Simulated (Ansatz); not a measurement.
```
CELL_PARAMETERS angstrom
      6.35637     0.00000     0.00000
     -3.17818     5.50478     0.00000
      0.00000     0.00000     5.02921
ATOMIC_POSITIONS crystal
  Y  0.33333 0.16667 0.00908
  Al 0.16127 0.33873 0.49975
  N  0.33333 0.16667 0.55914
  N  0.14865 0.35135 0.13225
  Al 0.33048 0.66524 0.00705
  Al 0.16127 0.82254 0.49975
  N  0.33541 0.66771 0.62771
  N  0.14865 0.79731 0.13225
  Al 0.83476 0.16952 0.00705
  Al 0.67746 0.33873 0.49975
  N  0.83229 0.16459 0.62771
  N  0.70269 0.35135 0.13225
  Al 0.83476 0.66524 0.00705
  Al 0.66667 0.83333 0.50835
  N  0.83229 0.66771 0.62771
  N  0.66667 0.83333 0.12471
```

The ordered cell is a computed model, not a synthesised structure.

Give the diagonal Born effective charges atom by atom and the electronic dielectric tensor from linear response, Ansatz (a first-principles code), LDA functional, plane-wave PAW.


```tsv
atom	Z*xx	Z*yy	Z*zz
Y1	3.10	3.10	3.25
Al2	2.59	2.55	2.68
N3	-2.54	-2.54	-2.98
N4	-2.86	-2.68	-2.68
Al5	2.57	2.70	2.60
Al6	2.53	2.61	2.68
N7	-2.56	-2.63	-2.72
N8	-2.58	-2.95	-2.68
Al9	2.77	2.51	2.60
Al10	2.59	2.55	2.68
N11	-2.66	-2.53	-2.72
N12	-2.86	-2.68	-2.68
Al13	2.57	2.70	2.60
Al14	2.52	2.52	2.72
N15	-2.56	-2.63	-2.72
N16	-2.63	-2.63	-2.67
```

ε∞ diagonal: 4.98, 4.98, 4.94.
